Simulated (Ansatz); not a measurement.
Cell and atoms of amorphous Si$_{30}$N$_{41}$Ga:

```yaml
crystal:
  lattice:
    - [9.09621, -0.10131, 0.42929]
    - [-0.10131, 9.26799, -0.04814]
    - [0.42929, -0.04814, 9.64404]
  atoms:
    - { symbol: Si, position: [0.33622, 0.70201, 0.79398] }
    - { symbol: Si, position: [0.74948, 0.74778, 0.54561] }
    - { symbol: Si, position: [0.18017, 0.33147, 0.10200] }
    - { symbol: Si, position: [0.83979, 0.76473, 0.81680] }
    - { symbol: Si, position: [0.67950, 0.37935, 0.38556] }
    - { symbol: Si, position: [0.82293, 0.03564, 0.67291] }
    - { symbol: Si, position: [0.87058, 0.81440, 0.26835] }
    - { symbol: Si, position: [0.11458, 0.87242, 0.63659] }
    - { symbol: Si, position: [0.46020, 0.41384, 0.63414] }
    - { symbol: Si, position: [0.06488, 0.65077, 0.03015] }
    - { symbol: Si, position: [0.24624, 0.92896, 0.04208] }
    - { symbol: Si, position: [0.12747, 0.07360, 0.34587] }
    - { symbol: Si, position: [0.76797, 0.08884, 0.40926] }
    - { symbol: Si, position: [0.55968, 0.94297, 0.86525] }
    - { symbol: Si, position: [0.49679, 0.42264, 0.13382] }
    - { symbol: Si, position: [0.15291, 0.54055, 0.57278] }
    - { symbol: Si, position: [0.39453, 0.19804, 0.89005] }
    - { symbol: Si, position: [0.29729, 0.86795, 0.36223] }
    - { symbol: Si, position: [0.57274, 0.46310, 0.88639] }
    - { symbol: Si, position: [0.31024, 0.11156, 0.59365] }
    - { symbol: Si, position: [0.79341, 0.22209, 0.87556] }
    - { symbol: Si, position: [0.95787, 0.09440, 0.12476] }
    - { symbol: Si, position: [0.51759, 0.87534, 0.56840] }
    - { symbol: Si, position: [0.31786, 0.51808, 0.34931] }
    - { symbol: Si, position: [0.97783, 0.59287, 0.33062] }
    - { symbol: Si, position: [0.56190, 0.67410, 0.32142] }
    - { symbol: Si, position: [0.79834, 0.46901, 0.66452] }
    - { symbol: Si, position: [0.01837, 0.24912, 0.59561] }
    - { symbol: Si, position: [0.71606, 0.70240, 0.04326] }
    - { symbol: Si, position: [0.10717, 0.10849, 0.85893] }
    - { symbol: N, position: [0.88866, 0.99942, 0.27622] }
    - { symbol: N, position: [0.65115, 0.42154, 0.56169] }
    - { symbol: N, position: [0.06846, 0.46810, 0.06159] }
    - { symbol: N, position: [0.23632, 0.74619, 0.96191] }
    - { symbol: N, position: [0.25028, 0.97077, 0.22289] }
    - { symbol: N, position: [0.40840, 0.02021, 0.95728] }
    - { symbol: N, position: [0.88382, 0.72829, 0.42284] }
    - { symbol: N, position: [0.12968, 0.90517, 0.45692] }
    - { symbol: N, position: [0.54728, 0.48146, 0.30208] }
    - { symbol: N, position: [0.32820, 0.46566, 0.52743] }
    - { symbol: N, position: [0.70615, 0.94230, 0.55153] }
    - { symbol: N, position: [0.84613, 0.45671, 0.31179] }
    - { symbol: N, position: [0.59380, 0.55929, 0.03569] }
    - { symbol: N, position: [0.01426, 0.71726, 0.19339] }
    - { symbol: N, position: [0.19099, 0.69887, 0.67354] }
    - { symbol: N, position: [0.74118, 0.39042, 0.82091] }
    - { symbol: N, position: [0.68552, 0.82870, 0.92268] }
    - { symbol: N, position: [0.84066, 0.20475, 0.04343] }
    - { symbol: N, position: [0.46973, 0.83999, 0.74146] }
    - { symbol: N, position: [0.65955, 0.20432, 0.34395] }
    - { symbol: N, position: [0.70001, 0.75961, 0.21242] }
    - { symbol: N, position: [0.77838, 0.65126, 0.69109] }
    - { symbol: N, position: [0.89846, 0.67692, 0.95523] }
    - { symbol: N, position: [0.50477, 0.31306, 0.98119] }
    - { symbol: N, position: [0.13422, 0.55616, 0.39899] }
    - { symbol: N, position: [0.07207, 0.20878, 0.21577] }
    - { symbol: N, position: [0.40995, 0.23335, 0.69818] }
    - { symbol: N, position: [0.57652, 0.71511, 0.49107] }
    - { symbol: N, position: [0.17680, 0.18970, 0.49408] }
    - { symbol: N, position: [0.98964, 0.43282, 0.62143] }
    - { symbol: N, position: [0.93327, 0.89022, 0.71117] }
    - { symbol: N, position: [0.06781, 0.99484, 0.00227] }
    - { symbol: N, position: [0.31718, 0.40648, 0.19658] }
    - { symbol: N, position: [0.21580, 0.24155, 0.93893] }
    - { symbol: N, position: [0.37801, 0.70513, 0.30886] }
    - { symbol: N, position: [0.20411, 0.01405, 0.72304] }
    - { symbol: N, position: [0.87715, 0.15073, 0.53506] }
    - { symbol: N, position: [0.68824, 0.08231, 0.80576] }
    - { symbol: N, position: [0.44314, 0.53304, 0.78134] }
    - { symbol: N, position: [0.40364, 0.97617, 0.48296] }
    - { symbol: N, position: [0.96404, 0.18106, 0.77221] }
    - { symbol: Ga, position: [0.89125, 0.37547, 0.13905] }
```

Methods: PBE, scalar-relativistic without spin-orbit coupling (Ansatz, an electronic-structure program); r2SCAN, scalar-relativistic without spin-orbit coupling (Ansatz); HSE06, scalar-relativistic without spin-orbit coupling (Ansatz). Neutral PBE cell, which sets geometry, pressure and energy: sampling: a 2×2×2 Γ-centred mesh; Fermi-Dirac width 0.02 eV; no spin polarisation. Exact exchange is cut at the faces of this 9 Å cell, which leaves hybrid gaps a finite-size error.

The cell was made by melting and quenching with the CHGNet potential and then relaxed with DFT. N atoms were pushed apart under 1.9 Å during the dynamics, to hinder bonds among them. The hot cell started wider than the set density and was brought back towards it in steps. It is the lowest in DFT energy of 2 quenches. It is a model cell: composition and starting density were chosen by hand, and all elements were melted together. No dispersion term was used. Its density started from a set value of 3.04 and ended at 3.04 g/cm³. Cooling (nominally 300 K/ps over its main leg) ran many orders faster than in experiment, which tends to leave more defects and strain. Values belong to this one cell and scatter from quench to quench. The volume was held where the preparation left it and the shape relaxed.

Question: Give the pressure, the energy against reference phases and the spacing of the highest filled and lowest empty levels.

Answer: 
The pressure on a 2×2×2 Γ-centred mesh is -0.65 GPa. The largest force and stress component on that mesh (the relaxation ran on the zone centre alone) is 0.17 eV/Å and 0.7 GPa. The energy relative to beta Si3N4 + wurtzite GaN (lowest mix at this level among the phases computed, not always the ambient ones) is 0.282 eV/atom and the level gap on a 2×2×2 Γ-centred mesh (PBE) is 2.60 eV. The level gap at the zone centre (PBE) comes out as 2.72 eV and the level gap at the zone centre (r2SCAN) is 3.15 eV. The level gap at the zone centre (HSE06) is 4.07 eV and the distance between the nearest levels spread over more than a fifth of the atoms or a third of the atoms of their main element (six at least) (PBE, zone centre) comes out as 2.97 eV.

Question: At PBE and the zone centre, how localised are the states just below and above the Fermi level (participation number: the atoms over which a state spreads)?

Answer: The highest filled state is spread over 7.2 atoms' worth, largest on N38, with weights by element (charge in smoothed Voronoi cells) N 0.88, Si 0.12, Ga 0.00. The lowest empty state is spread over 29.4 atoms' worth, largest on Ga72, with weights by element (charge in smoothed Voronoi cells) N 0.50, Si 0.38, Ga 0.11.

At PBE the levels at the filled edge of the gap are localised (band-tail or defect states), and the nearest spread-out levels lie 3.0 eV apart at the zone centre.

Bonds are counted up to Si-Si 2.60 Å, Si-N 2.24 Å, Si-Ga 2.56 Å, N-N 1.70 Å, N-Ga 2.32 Å, Ga-Ga 2.68 Å. Two cations that share two anions don't count as bonded, nor two that share one unless they lie closer than Si-Si 2.38 Å, Si-Ga 2.49 Å, Ga-Ga 2.61 Å.

Added carriers, by PBE, scalar-relativistic without spin-orbit coupling run with Ansatz on the zone centre alone. Charged cells keep the cell fixed and stand in a uniform background, with no image correction, at a width of 0.01 eV; where the count is odd the moment is locked at 1 μB, unless the neutral cell bore moments. Each starts from the undistorted neutral geometry alone. PBE's self-interaction favours spread-out carriers, so it can miss traps that a hybrid finds.

Question: What happens at PBE when the cell takes an extra electron and the atoms relax?

Answer: Relaxation lowers the charged cell by 0.62 eV. The largest moves are Ga72 0.46 Å, N43 0.19 Å, N42 0.11 Å, N56 0.09 Å. The level that holds the added charge spreads over 6.9 atoms' worth, most on Ga72 (weight 0.34): a partly localised carrier. No bond crosses its cut-off with a change of over 0.15 Å (metal-metal contacts aside). Made neutral again at that geometry, the cell lies +0.74 eV from the neutral start.

Question: What happens at PBE when the cell takes a hole and the atoms relax?

Answer: Relaxation lowers the charged cell by 0.18 eV. The largest moves are N37 0.10 Å, Si12 0.09 Å, Si8 0.08 Å, N31 0.07 Å. The level that was emptied spreads over 5.3 atoms' worth, most on N38 (weight 0.40): a localised (trapped) carrier, which neighbours of that atom can share. No bond crosses its cut-off with a change of over 0.15 Å (metal-metal contacts aside). Made neutral again at that geometry, the cell lies +0.36 eV from the neutral start.

A PBE run started with 1 μB on atoms that lack a bond or may hold spare charge lost its moments; other starts weren't tried.
